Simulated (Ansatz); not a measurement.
## Effect of isotropic strain +1.50 % on MgSe

The parent structure is MgSe in the rock salt structure (space group Fm-3m, No. 225; a = 5.472 Å).

Now apply this change: an isotropic linear strain of +1.50 %, atoms relaxed at fixed cell.

All numbers come from r2SCAN (Ansatz, a first-principles code; PAW; 500 eV plane waves; no spin-orbit coupling). Γ-centred 10×10×10 mesh, Fermi–Dirac width 0.05 eV.

```csv
quantity,base,changed,shift
shortest interatomic distance,2.736 Å,2.777 Å,+0.041 Å
energy relative to the base (free energy F),0 meV/atom,+8.2 meV/atom,+8.2 meV/atom
pressure,-0.01 GPa,-2.71 GPa,-2.70 GPa
band gap,2.48 eV,2.40 eV,-0.08 eV
gap character,"indirect, Γ → X","indirect, Γ → X",–
smallest direct gap,3.44 eV,3.13 eV,-0.31 eV
mean gap deformation potential ΔEg/Δln V,–,-1.8 eV,–
width of the top valence band,2.47 eV,2.34 eV,-0.13 eV
electron mass,"0.48 mₑ along k, 0.25 mₑ across (at X)","0.48 mₑ along k, 0.25 mₑ across (at X)",–
"hole mass (degenerate bands, along [100])","0.20, 0.79, 0.79 mₑ (at Γ)","0.19, 0.84, 0.84 mₑ (at Γ)",–
"valley order (the lowest conduction-band minima on the path, energy above the VBM, named in the base's zone)",X along ⟨100⟩ 2.48 eV; Γ 3.44 eV,X along ⟨100⟩ 2.40 eV; Γ 3.13 eV,–
```

Final structure:

```
CELL_PARAMETERS angstrom
      0.00000     2.77722     2.77722
      2.77722     0.00000     2.77722
      2.77722     2.77722     0.00000
ATOMIC_POSITIONS crystal
  Mg 0.00000 0.00000 0.00000
  Se 0.50000 0.50000 0.50000
```

Cost of the whole job for the changed cell (relaxation, final SCF and bands): roughly 18 core-seconds.

Effective masses come from finite differences of ±0.01 Å⁻¹. Along k means along the line from Γ to the band edge. Stability against distortions was not tested.
